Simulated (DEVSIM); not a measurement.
System: illuminated Si p-on-n cell, one wavelength, at 300 K.

Layer 1 from the left is Si, thickness (μm) 0.0960, Na (cm⁻³) 1.5e18, τn (s) 2.2e-9, τp (s) 1.3e-7, absorption coefficient (cm⁻¹) 31000. Layer 2 from the left is Si, thickness (μm) 130, Nd (cm⁻³) 4.3e16, τn (s) 2.2e-7, τp (s) 2.2e-7, absorption coefficient (cm⁻¹) 31000.

Left contact: ohmic, minority electron recombination velocity 80000 cm/s. Right contact: ohmic, minority hole recombination velocity 20 cm/s. Voltage is applied to the left contact. Recombination: SRH at mid-gap, radiative, Auger. Gap narrowing is on: ΔEg = 6.92 meV × (l + √(l² + 0.5)), l = ln(N/1.3e17 cm⁻³), shared equally by both band edges. Light enters at the left, 1.6e17 photons cm⁻² s⁻¹, one pass, no reflection. Mobility is μmin + (μ − μmin)/(1 + (N/Nref)^α).

Constants are typed, rounded textbook-type inputs, not results; the design itself was drawn at random and stands for no fabricated device. Values at 300 K.

Si: gap (eV) 1.124, affinity (eV) 4.05, permittivity 11.7, Nc (cm⁻³) 2.86e19, Nv (cm⁻³) 3.1e19, μn (cm²/Vs) 1417, μp (cm²/Vs) 470, μn,min 52, μp,min 45, Nref,n 9.7e16, Nref,p 2.2e17, αn 0.68, αp 0.72, B (cm³/s) 4.7e-15, Cn (cm⁶/s) 2.8e-31, Cp (cm⁶/s) 9.9e-32.

DEVSIM, 1D drift-diffusion, Boltzmann statistics, complete ionisation; no tunnelling, impact ionisation, image-force lowering or self-heating.

Dark forward current:

| |V| (V) | |J| (A/cm²) |
|---|---|
| 0.05 | 8.993e-9 |
| 0.10 | 3.193e-8 |
| 0.15 | 9.524e-8 |
| 0.20 | 2.776e-7 |
| 0.25 | 8.377e-7 |
| 0.30 | 2.773e-6 |
| 0.35 | 1.076e-5 |
| 0.40 | 5.095e-5 |
| 0.45 | 0.0002862 |
| 0.50 | 0.001791 |
| 0.55 | 0.01183 |
| 0.60 | 0.07981 |
| 0.65 | 0.5281 |
| 0.70 | 2.998 |
| 0.75 | 11.10 |
| 0.80 | 25.78 |
| 0.85 | 45.07 |
| 0.90 | 67.56 |
| 0.95 | 92.58 |
| 1.00 | 119.9 |
| 1.05 | 149.5 |
| 1.10 | 181.4 |
| 1.15 | 216.0 |
| 1.20 | 253.7 |
| 1.25 | 294.8 |
| 1.30 | 340.1 |

Problem. Work out the local ideality factor n = ΔV / (kT/q · ln(J2/J1)) between the rows 0.15 and 0.20 V, 0.55 and 0.60 V, 1.25 and 1.30 V.

Solution. kT/q = 25.85 mV. From 0.15 to 0.20 V: ln(2.776e-7/9.524e-8) = 1.070, n = 1.81. From 0.55 to 0.60 V: ln(0.07981/0.01183) = 1.909, n = 1.01, near the 1 of diffusion or emission over a barrier. From 1.25 to 1.30 V: ln(340.1/294.8) = 0.143, n = 13.53.

Problem. What current could the absorbed light give at most, and what share is collected?

Solution. Σ αd = 403, so qΦ(1 − exp(−Σ αd)) = 25.6 mA/cm². The simulated short-circuit current is 24.98 mA/cm², a share of 0.97.

Problem. Estimate the open-circuit voltage by superposition: the voltage at which the dark current equals that short-circuit current.

Solution. Interpolating ln J in the table gives 0.570 V. The simulation gives 0.569 V, the same within the digits that matter. Superposition holds where collection doesn't change with voltage.

Problem. Estimate the fill factor from FF0 = (v − ln(v + 0.72))/(v + 1), v = qVoc/(nkT), with n from the dark curve.

Solution. The rows about Voc, 0.55 and 0.60 V, give n = 1.01, so v = 21.7 and FF0 = 0.819. The simulation gives 0.818, the same within the digits that matter.
